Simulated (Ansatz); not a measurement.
Consider HgS in the zinc blende structure (space group F-43m, No. 216; a = 5.992 Å).

(Cell as relaxed with PBE.)

Levels (all Ansatz, an electronic-structure program, PAW, earlier PAW set): PBE (420 eV, no SOC); PBEsol (420 eV, no spin-orbit coupling).

Each level relaxes its own structure.

```csv
quantity,PBE,PBEsol
volume per atom,26.89 Å³,25.36 Å³
lattice parameter a,5.992 Å,5.876 Å
band gap,zero,zero
```

PBE's volume per atom lies 1.53 Å³ above PBEsol's (6.0 %); PBE's lattice parameter a lies 0.116 Å above PBEsol's (2.0 %); the two agree on the band gap. Neither level is exact; PBEsol is the comparison here, not a measurement.

With Hg present, leaving out spin-orbit coupling can change the band edges. No phonon test of stability was made. All final runs are without spin polarisation. The zero or small gap of HgS can change with the level of theory.
